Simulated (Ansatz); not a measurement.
The reference is InAgTe$_{2}$ in the chalcopyrite structure (space group I-42d, No. 122).

```
CELL_PARAMETERS angstrom
     -3.21597     3.21597     6.38292
      3.21597    -3.21597     6.38292
      3.21597     3.21597    -6.38292
ATOMIC_POSITIONS crystal
  In 0.50000 0.50000 0.00000
  In 0.25000 0.75000 0.50000
  Te 0.37500 0.36624 0.49124
  Te 0.63376 0.12500 0.00876
  Te 0.87500 0.88376 0.50876
  Te 0.11624 0.62500 0.99124
  Ag 0.00000 0.00000 0.00000
  Ag 0.75000 0.25000 0.50000
```

Cartesian axes are those of the cell as printed.

The values are results of DFT with PBEsol, PAW potentials and a 420 eV plane-wave cutoff in Ansatz (an electronic-structure program), no spin-orbit coupling, not measurements.

Base values:

| Item | Value |
|---|---|
| Valence-band top at Γ | 0.00, -0.07, -0.07 eV |

One thing is altered: a pure shear with ε_xz = ε_zx = 0.0040, atoms relaxed at fixed cell.

Q: What happens to the energy relative to the base?

A: The energy stays essentially unchanged.

Q: Estimate the effect on the valence-band top at Γ.

A: The valence-band top at Γ (three highest levels, from the VBM) goes from 0.00, -0.07, -0.07 eV to 0.00, -0.08, -0.08 eV.

Q: What does the calculation give for the stress after the change?

A: The stress (xx, yy, zz, yz, xz, xy; compression positive) is (-0.01, -0.01, 0.00, 0.00, -0.17, 0.00) GPa.

With Te present, leaving out spin-orbit coupling can change the band edges. The levels and masses belong to the bands next to the band gap. The cells carry an imposed strain or load. Stability against distortions was not tested.
